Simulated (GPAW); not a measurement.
# GPAW run on AlP (F-43m, 2 atoms in the cell): self-consistent single point

Level of theory: PBE, GPAW PAW datasets PBE (gpaw-data 1.0.1) (plane waves; GPAW 25.7.0).

This input was run:

```python
from ase import Atoms
from ase.units import GPa
from gpaw import GPAW, PW, FermiDirac

atoms = Atoms(['Al', 'P'],
              cell=[[0.000000, 2.695985, 2.695985],
                    [2.695985, 0.000000, 2.695985],
                    [2.695985, 2.695985, 0.000000]],
              scaled_positions=[[0.000000, 0.000000, 0.000000],
                                [0.750000, 0.750000, 0.750000]],
              pbc=True)

calc = GPAW(mode=PW(600),
            xc='PBE',
            kpts=(6, 6, 6),
            occupations=FermiDirac(0.0),
            nbands=-4,
            convergence={'forces': 0.001, 'bands': -2},
            symmetry={'symmorphic': False, 'tolerance': 0.0005},
            maxiter=120,
            txt='-')

atoms.calc = calc

energy = atoms.get_potential_energy()
print('Energy (eV):', round(energy, 6))
forces = atoms.get_forces()
print('Forces (eV/Ang):')
print(forces.round(5))
stress = atoms.get_stress()
print('Stress (GPa, Voigt):', (stress / GPa).round(4))
```

The program printed (abridged):

```
Input parameters:
  convergence: {bands: -2,
                forces: 0.001}
  kpts: [6 6 6]
  maxiter: 120
  mode: {ecut: 600.0,
         name: pw}
  nbands: -4
  occupations: {fixmagmom: False,
                name: fermi-dirac,
                width: 0.0}
  symmetry: {symmorphic: False,
             tolerance: 0.0005}
  xc: PBE

species:
  Al:
    name: Aluminium
    Z: 13.0
    valence: 3
    core: 10
    charge: 0.0
    file: Al.PBE.gz

    # Using partial waves for Al as LCAO basis

  P:
    name: Phosphorus
    Z: 15.0
    valence: 5
    core: 10
    charge: 0.0
    file: P.PBE.gz

    # Using partial waves for P as LCAO basis

Reference energy: -15906.336924  # eV

Spin-paired calculation

Convergence criteria:
 Maximum [total energy] change in last 3 cyles: 0.0005 eV / valence electron
 Maximum integral of absolute [dens]ity change: 0.0001 electrons / valence electron
 Maximum integral of absolute [eigenst]ate change: 4e-08 eV^2 / valence electron
 Maximum change in the atomic [forces] across last 2 cycles: 0.001 eV/Ang OR
Maximum error relative to the maximum force is below inf
 Maximum number of scf [iter]ations: 120

Symmetries present (total): 24
Symmetries with fractional translations: 0

  ( 1  0  0) + (   0)  ( 1  0  0) + (   0)  ( 1  0 -1) + (   0)
  ( 0  1  0) + (   0)  ( 0  0  1) + (   0)  ( 0  1 -1) + (   0)
  ( 0  0  1) + (   0)  ( 0  1  0) + (   0)  ( 0  0 -1) + (   0)

  ( 1  0 -1) + (   0)  ( 1 -1  0) + (   0)  ( 1 -1  0) + (   0)
  ( 0  0 -1) + (   0)  ( 0 -1  1) + (   0)  ( 0 -1  0) + (   0)
  ( 0  1 -1) + (   0)  ( 0 -1  0) + (   0)  ( 0 -1  1) + (   0)

  ( 0  1  0) + (   0)  ( 0  1  0) + (   0)  ( 0  1 -1) + (   0)
  ( 1  0  0) + (   0)  ( 0  0  1) + (   0)  ( 1  0 -1) + (   0)
  ( 0  0  1) + (   0)  ( 1  0  0) + (   0)  ( 0  0 -1) + (   0)

  ( 0  1 -1) + (   0)  ( 0  0  1) + (   0)  ( 0  0  1) + (   0)
  ( 0  0 -1) + (   0)  ( 1  0  0) + (   0)  ( 0  1  0) + (   0)
  ( 1  0 -1) + (   0)  ( 0  1  0) + (   0)  ( 1  0  0) + (   0)

  ( 0  0 -1) + (   0)  ( 0  0 -1) + (   0)  ( 0 -1  1) + (   0)
  ( 1  0 -1) + (   0)  ( 0  1 -1) + (   0)  ( 1 -1  0) + (   0)
  ( 0  1 -1) + (   0)  ( 1  0 -1) + (   0)  ( 0 -1  0) + (   0)

  ( 0 -1  1) + (   0)  ( 0 -1  0) + (   0)  ( 0 -1  0) + (   0)
  ( 0 -1  0) + (   0)  ( 1 -1  0) + (   0)  ( 0 -1  1) + (   0)
  ( 1 -1  0) + (   0)  ( 0 -1  1) + (   0)  ( 1 -1  0) + (   0)

  (-1  1  0) + (   0)  (-1  1  0) + (   0)  (-1  0  1) + (   0)
  (-1  0  1) + (   0)  (-1  0  0) + (   0)  (-1  1  0) + (   0)
  (-1  0  0) + (   0)  (-1  0  1) + (   0)  (-1  0  0) + (   0)

  (-1  0  1) + (   0)  (-1  0  0) + (   0)  (-1  0  0) + (   0)
  (-1  0  0) + (   0)  (-1  1  0) + (   0)  (-1  0  1) + (   0)
  (-1  1  0) + (   0)  (-1  0  1) + (   0)  (-1  1  0) + (   0)
Note: your k-points are not as symmetric as your crystal!
216 k-points: 6 x 6 x 6 Monkhorst-Pack grid
28 k-points in the irreducible part of the Brillouin zone
       k-points in crystal coordinates                weights
   0:     0.08333333    0.08333333   -0.08333333          6/216
   1:     0.08333333    0.08333333    0.08333333          2/216
   2:     0.25000000   -0.08333333   -0.08333333          6/216
   [... 7 lines left out ...]
          ...
  27:     0.41666667    0.41666667    0.41666667          2/216

Wave functions: Plane wave expansion
  Cutoff energy: 600.000 eV
  Number of coefficients (min, max): 1299, 1323
  Pulay-stress correction: 0.000000 eV/Ang^3 (de/decut=0.000000)

Occupation numbers: # Zero width

Eigensolver

Densities:
  Coarse grid: 24*24*24 grid
  Fine grid: 48*48*48 grid
  Total Charge: 0.000000

Density mixing:
  Method: separate
  Backend: pulay
  Linear mixing parameter: 0.05
  old densities: 5
  Damping of long wavelength oscillations: 50

Hamiltonian:
  XC and Coulomb potentials evaluated on a 48*48*48 grid
  External potential:
    NoExternalPotential

XC parameters: PBE with 2 nearest neighbor stencil

Number of atoms: 2
Number of atomic orbitals: 8
Number of bands in calculation: 8
Number of valence electrons: 8
Bands to converge: 6

Density initialized from atomic densities
  8 bands from LCAO basis set

Atomic positions and initial magnetic moments

Positions:
   0 Al     0.000000    0.000000    0.000000    ( 0.0000,  0.0000,  0.0000)
   1 P      4.043977    4.043977    4.043977    ( 0.0000,  0.0000,  0.0000)

Unit cell:
           periodic     x           y           z      points  spacing
  1. axis:    yes    0.000000    2.695985    2.695985    24     0.1297
  2. axis:    yes    2.695985    0.000000    2.695985    24     0.1297
  3. axis:    yes    2.695985    2.695985    0.000000    24     0.1297

  Lengths:   3.812699   3.812699   3.812699
  Angles:   60.000000  60.000000  60.000000

Effective grid spacing dv^(1/3) = 0.1415

     iter     time        total  log10-change:
                         energy   eigst   dens  force
iter:   1 --:--:--   -10.531417   +0.74
iter:   2 --:--:--   -10.492259   -0.53  -0.77
iter:   3 --:--:--   -10.281103   -1.05  -0.79
iter:   4 --:--:--   -10.282425   -1.98  -1.17
iter:   5 --:--:--   -10.300126   -2.09  -1.20
iter:   6 --:--:--   -10.290583   -2.58  -1.61
iter:   7 --:--:--   -10.290417   -3.65  -2.10
iter:   8 --:--:--   -10.289698c  -3.74  -2.08
iter:   9 --:--:--   -10.289675c  -4.89  -2.89
iter:  10 --:--:--   -10.289679c  -5.63  -3.20
iter:  11 --:--:--   -10.289673c  -5.68  -3.19
iter:  12 --:--:--   -10.289673c  -6.62  -4.23c
iter:  13 --:--:--   -10.289673c  -7.25  -4.65c
iter:  14 --:--:--   -10.289673c  -7.70c -4.64c
iter:  15 --:--:--   -10.289673c  -8.21c -4.61c -16.34c

Converged after 15 iterations.

Dipole moment: (2.908731, 2.908731, 2.908731) |e|*Ang

Energy contributions relative to reference atoms: (reference = -15906.336924)

Kinetic:        +18.418850
Potential:      -15.872414
External:        +0.000000
XC:             -12.812381
Entropy (-ST):   +0.000000
Local:           -0.023727
SIC:             +0.000000
--------------------------
Free energy:    -10.289673
Extrapolated:   -10.289673

Showing only first 2 kpts
 Kpt  Band  Eigenvalues  Occupancy
  0     2      4.10661    2.00000
  0     3      4.23480    2.00000
  0     4      8.69370    0.00000
  0     5      9.17552    0.00000

  1     2      4.51758    2.00000
  1     3      4.51758    2.00000
  1     4      8.51399    0.00000
  1     5      9.34403    0.00000

Fermi level: 5.43995

Gap: 1.845 eV
Transition (v -> c):
  (s=0, k=1, n=3, [0.08, 0.08, 0.08]) -> (s=0, k=24, n=4, [0.42, 0.42, -0.08])
Direct/indirect transitions are different
Direct gap: 3.764 eV
Transition at: (s=0, k=27, n=3, [0.42, 0.42, 0.42])
Energy (eV): -10.289673

Forces in eV/Ang:
  0 Al   -0.00000    0.00000    0.00000
  1 P     0.00000    0.00000   -0.00000

Stress tensor:
    -0.039011     0.000000     0.000000
     0.000000    -0.039011    -0.000000
     0.000000    -0.000000    -0.039011
Stress (GPa, Voigt): [-6.2503 -6.2503 -6.2503 -0.      0.      0.    ]
```

The run converged in 15 iterations. GPAW prints stress with tension positive.

The starting cell comes from a database of computed structures (which also holds hypothetical and non-ambient phases and stackings), without a prior relaxation at this level. Its lattice was rescaled by a random factor within 2.5 % of one. With a pressure of about 6 GPa the cell is away from its equilibrium volume at this level. Another mesh or the band path of this cell gives a smaller gap, so this value is not converged in the mesh.
